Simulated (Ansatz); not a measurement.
# AlN (Fm-3m, No. 225, 2 atoms in the cell; start mp-1330; high-pressure phase)

The numbers are results of G0W0@HSE06 (hard PAW, contour deformation, complete-basis limit; Ansatz, an electronic-structure program), not measurements.

Run with largest k mesh 10×10×10 (not extrapolated in the mesh).

Cell (relaxed with PBEsol):

```cif
data_Al4N4
_chemical_formula_sum 'Al4 N4'
_space_group_name_H-M_alt 'Fm-3m'
_space_group_IT_number 225
_space_group_name_Hall '-F 4 2 3'
_cell_length_a 4.04543
_cell_length_b 4.04543
_cell_length_c 4.04543
_cell_angle_alpha 90.000
_cell_angle_beta 90.000
_cell_angle_gamma 90.000
loop_
_atom_site_label
_atom_site_type_symbol
_atom_site_symmetry_multiplicity
_atom_site_Wyckoff_symbol
_atom_site_fract_x
_atom_site_fract_y
_atom_site_fract_z
_atom_site_occupancy
Al1 Al 4 b 0.50000 0.50000 0.50000 1
N1 N 4 a 0.00000 0.00000 0.00000 1
```
(The calculation used a cell of 2 atoms; values per cell refer to that cell.)

For AlN (Fm-3m, No. 225, 2 atoms in the cell; start mp-1330; high-pressure phase), the band gap is 7.11 eV (indirect).

Note: GW on a hybrid start was not checked against another program; the gap holds a correction of +0.51 eV to the complete basis.

Static lattice: no zero-point or thermal effects.

A start named mp-… is a Materials Project structure, which need not be a measured phase.
